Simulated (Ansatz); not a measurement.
We consider WO3 (P6/mmm, No. 191, 12 atoms in the cell; start mp-545665; a measured phase of this formula has another space group), described by dielectric-dependent PBEsol hybrid in Ansatz (PAW).

Numerical settings: plane-wave cutoff 460 eV, 6×6×6 k mesh, Fermi–Dirac smearing 0.01 eV, no spin polarisation, scalar-relativistic PAW data made under PBE.

Cell (relaxed with PBEsol):

```
WO3
1.0
    7.38978     0.00000     0.00000
   -3.69489     6.39974     0.00000
    0.00000     0.00000     3.79984
W O
3 9
Direct
  0.50000   0.50000   0.00000
  0.00000   0.50000   0.00000
  0.50000   0.00000   0.00000
  0.21455   0.42911   0.00000
  0.78545   0.57089   0.00000
  0.78545   0.21455   0.00000
  0.21455   0.78545   0.00000
  0.57089   0.78545   0.00000
  0.42911   0.21455   0.00000
  0.00000   0.50000   0.50000
  0.50000   0.00000   0.50000
  0.50000   0.50000   0.50000
```

**Question.** What does this level give for the band gap, smallest direct gap on the k points sampled and direct gap at Γ?

**Answer.** 
- band gap: 1.51 eV (on the SCF k mesh)
- smallest direct gap on the k points sampled: 2.27 eV
- direct gap at Γ: 2.54 eV

Note: cell and atoms aren't relaxed at this level (pressure -3.4 GPa).

Spin–orbit coupling is not included.

The computed numbers hold no vibrational or temperature effects.

A start named mp-… is a Materials Project structure, which need not be a measured phase.

Ansatz is an electronic-structure program.
